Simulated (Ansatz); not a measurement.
Cubic perovskite KNiF₃, treated with r²SCAN (PAW; Ansatz, a quantum-chemistry and plane-wave program).

Run with plane-wave cutoff 560 eV, 8×8×8 k mesh, Fermi–Dirac smearing 0.01 eV, spin-polarised start, scalar-relativistic PAW data made under PBE.

Computed at the level's own relaxed cell.

Task: What does this level give for the band gap, smallest direct gap on the k points sampled, Γ–Γ gap and equilibrium lattice constant a?

Result: 
* **band gap**: 2.51 eV (indirect)
* **smallest direct gap on the k points sampled**: 2.79 eV
* **Γ–Γ gap**: 3.46 eV
* **equilibrium lattice constant a**: 4.010 Å

Note: the magnetic order was assumed, not searched for or taken from measurement.

Computed values are for the static lattice.

Computing time: around 50 core-seconds (rough).
